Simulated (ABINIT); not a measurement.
Troubleshooting ABINIT: a failed run on HfMg6Mo (Amm2, 8 atoms in the cell). The aim is a self-consistent single point with DFT, LDA (PW92), plane waves, PAW (JTH v2.0 LDA PAW).

Cell that was meant: a = 5.0861 Å, b = 6.3862 Å, c = 6.3862 Å, α = 54.65°, β = 90.00°, γ = 90.00°.

Part of the input:

```
pawxcdev 0
occopt 3
tsmear 0.00183747
nband 43
kptopt 1
ngkpt 3 3 3
nshiftk 1
```

Output (repeated stretches shortened):

```
--- !BeginCycle
solver: {iscf: 17, nstep: 80, nline: 4, wfoptalg: 10, }
tolerances: {tolvrs: 1.00E-11, }
...

     iter   Etot(hartree)      deltaE(h)  residm     nres2
 ETOT  1  -495.59984976708    -4.956E+02 2.584E+00 7.582E+00
 ETOT  2  -500.21437065549    -4.615E+00 5.326E-02 2.119E+01
 ETOT  3  -500.17871636916     3.565E-02 7.040E-03 3.022E+00
 ETOT  4  -500.19192594120    -1.321E-02 5.681E-03 2.338E+00
 ETOT  5  -500.19282497635    -8.990E-04 1.803E-03 1.223E+00
   [... 71 lines left out ...]
 ETOT 77  -500.19016564070    -3.926E-10 2.224E-09 5.500E-10
 ETOT 78  -500.19016564104    -3.411E-10 6.942E-10 1.799E-09
 ETOT 79  -500.19016564135    -3.062E-10 1.731E-09 7.173E-10
 ETOT 80  -500.19016564162    -2.682E-10 5.400E-10 1.960E-09

 Cartesian components of stress tensor (hartree/bohr^3)
  sigma(1 1)=  1.41427680E-04  sigma(3 2)=  0.00000000E+00
  sigma(2 2)=  2.74997390E-04  sigma(3 1)=  0.00000000E+00
  sigma(3 3)=  1.45151994E-04  sigma(2 1)=  0.00000000E+00
 scprqt:  WARNING -
  nstep=   80 was not enough SCF cycles to converge;
  density residual=  1.960E-09 exceeds tolvrs=  1.000E-11

 ----iterations are completed or convergence reached----

 reduced coordinates (array xred) for    8 atoms
       0.500000000000      0.673430000000      0.171970000000
   [... lines left out ...]
 Fermi (or HOMO) energy (hartree) =   0.21108   Average Vxc (hartree)=  -0.34633
   [... lines left out ...]
 prteigrs : prtvol=0 or 1, do not print more k-points.

--- !EnergyTerms
kinetic             :  3.58938840423868E+01
hartree             :  1.09976362223250E+02
xc                  : -1.97689517417272E+01
Ewald energy        : -2.55886847092319E+02
psp_core            :  1.38414653247046E+01
local_psp           : -3.21812091858369E+02
internal            : -5.00190158995768E+02
'-kT*entropy'       : -7.57967654968310E-15
total_energy        : -5.00190158995768E+02
total_energy_eV     : -1.36108664194283E+04
...

-Cartesian components of stress tensor (GPa)         [Pressure= -5.5074E+00 GPa]
- sigma(1 1)=  4.16094529E+00  sigma(3 2)=  0.00000000E+00
- sigma(2 2)=  8.09070119E+00  sigma(3 1)=  0.00000000E+00
- sigma(3 3)=  4.27051838E+00  sigma(2 1)=  0.00000000E+00

 Calculation completed.
```

### Question
Find the mistake and give the fix.

### Answer
The fault is too few bands. The band count has to hold all valence electrons, and a smeared run needs empty bands on top for the tail of the occupations. To fix it, raise the band count or leave it to the default. The run ended unconverged after 80 iterations.

The sound input it was made from differs as follows (other fixes are possible):
```diff
-nband 43
+nband 54
```

With that input, the run converged in 15 iterations: free energy E − TS -13610.93 eV; Fermi level (on the code's own zero) 4.22 eV; pressure -5.53 GPa; largest force (vector length) 0.191 eV/Å (DFT, LDA (PW92), plane waves, PAW (JTH v2.0 LDA PAW)).

On the sound input: the starting cell comes from a database of computed structures (which also holds hypothetical and non-ambient phases and stackings), without a prior relaxation at this level. Its lattice was rescaled by a random factor within 2.5 % of one. Spin polarisation is off. With a pressure of about -6 GPa the cell is away from its equilibrium volume at this level. Without a gap this mesh is coarse (it stands for a supercell whose shortest vector is 15 Å).
